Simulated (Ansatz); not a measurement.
Given:

```xyz
6
Lattice="3.5671 0.0000 0.0000 0.0000 3.5671 0.0000 0.0000 0.0000 5.0311" Properties=species:S:1:pos:R:3 pbc="T T T"
Hf     0.0000     0.0000     0.0000
Hf     1.7835     1.7835     2.5156
O      0.0000     1.7835     1.0494
O      0.0000     1.7835     3.5649
O      1.7835     0.0000     1.4662
O      1.7835     0.0000     3.9818
```

No spin polarisation.

Calculations: PBEsol (Ansatz, a quantum-chemistry and plane-wave program, PAW, no spin-orbit coupling). Γ-centred 9×9×7 mesh, Fermi–Dirac width 0.05 eV.

Q: Predict the width of the top valence band, electron mass, stress and band gap.

A: Width of the top valence band: 1.20 eV
Electron mass: 1.7 mₑ along z, 0.54 mₑ across (at Γ)
Stress (xx, yy, zz, yz, xz, xy; compression positive): (2.16, 2.16, 9.72, 0.00, 0.00, 0.00) GPa
Band gap: 4.38 eV

With Hf present, leaving out spin-orbit coupling can change the band edges. The cells carry an imposed strain or load. Masses are band curvatures over ±0.01 Å⁻¹ around the edge. Stability against distortions was not tested. The cell was made from HfO₂ (space group P4_2/nmc, No. 137) by this change: uniaxial strain ε_zz = −2.61 %. This is not the structure that HfO2 has at room temperature and ambient pressure.
